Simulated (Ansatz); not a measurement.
The structure below was relaxed with plane-wave PAW DFT at the r2SCAN level (Ansatz, a program for electronic structure, 500 eV), spin-orbit coupling left out, at pressure 3 GPa.

Space group Fm-3m (No. 225); a = 5.108 Å, b = 5.108 Å, c = 5.108 Å, α = 90.00°, β = 90.00°, γ = 90.00°

```csv
atom,site,symmetry,x,y,z
O,4a,m-3m,0.0000,0.0000,0.0000
Sr,4b,m-3m,0.5000,0.5000,0.5000
```

Question: Write out a cell with all atoms.

Answer: 
```cif
data_O4Sr4
_chemical_formula_sum 'O4 Sr4'
_space_group_name_H-M_alt 'P 1'
_space_group_IT_number 1
_cell_length_a 5.10848
_cell_length_b 5.10848
_cell_length_c 5.10848
_cell_angle_alpha 90.000
_cell_angle_beta 90.000
_cell_angle_gamma 90.000
loop_
_space_group_symop_operation_xyz
  'x, y, z'
loop_
_atom_site_label
_atom_site_type_symbol
_atom_site_fract_x
_atom_site_fract_y
_atom_site_fract_z
_atom_site_occupancy
O1 O 0.00000 0.00000 0.00000 1
Sr1 Sr 0.50000 0.00000 0.00000 1
O2 O 0.00000 0.50000 0.50000 1
Sr2 Sr 0.50000 0.50000 0.50000 1
O3 O 0.50000 0.00000 0.50000 1
Sr3 Sr 0.00000 0.00000 0.50000 1
O4 O 0.50000 0.50000 0.00000 1
Sr4 Sr 0.00000 0.50000 0.00000 1
```
This is the conventional cell.

Load acts through the strain it causes; cell and atoms are relaxed under it. No phonon test of stability was made. The cell was made from SrO in the rock salt structure (space group Fm-3m, No. 225) by this change: pressure 3 GPa.
